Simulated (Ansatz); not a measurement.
The parent structure is RuSi (space group P2_13, No. 198; a = 4.7047 Å).

Perturbation: a negative pressure, −1 GPa.

Levels (all Ansatz, a quantum-chemistry and plane-wave program, PAW): r2SCAN (500 eV, without spin-orbit coupling); HSE06 (420 eV, no spin-orbit coupling).

The geometry is relaxed with r2SCAN.

| Quantity | Value |
|---|---|
| r2SCAN lowest conduction level above the VBM at special points | X₁ 0.38 eV; X 0.38 eV; R 0.82 eV; Γ 1.16 eV |

### Question
What does HSE06 give at this geometry for the lowest conduction level above the VBM at special points?

### Answer
The lowest conduction level above the VBM at special points becomes X₁ 0.87 eV; X 0.87 eV; R 1.39 eV; Γ 1.70 eV (r2SCAN: X₁ 0.38 eV; X 0.38 eV; R 0.82 eV; Γ 1.16 eV).

Single points use the geometry relaxed with r2SCAN. Their cutoffs differ, which shifts pressures a little. The hybrid gap comes from the SCF mesh plus the semilocal run's edge points and a few special points and is an upper bound. The levels and masses belong to the bands next to the band gap. Load acts through the strain it causes; cell and atoms are relaxed under it. No phonon test of stability was made.
